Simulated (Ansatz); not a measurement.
For ZnSe (model structure, started from the WC type, P-6m2, No. 187, 2 atoms in the cell), PBEsol in Ansatz (plane waves, PAW) gives:

lattice constant a: 3.666 Å
c axis length: 3.271 Å
cohesive energy: 2.48 eV/atom

### Question
What does r²SCAN+rVV10 (Ansatz, an electronic-structure program, PAW) give for the same quantities?

### Answer

- lattice constant a: 3.678 Å (goes up by 0.3 %)
- lattice parameter c: 3.300 Å (goes up by 0.9 %)
- cohesive energy: 2.46 eV/atom (hardly moves)

Changes are worked out from the printed values.

Unless a cell is named, each level is at its own relaxed cell (PBEsol 19.03, r²SCAN+rVV10 19.33 Å³/atom).

Ansatz's density-functional and Hartree–Fock values are scalar-relativistic unless marked +SOC, with PAW data made under PBE.

A model structure was made by putting elements into a prototype or built by hand; it is no filed structure, need not be a known phase, and can be a saddle point held by its symmetry.
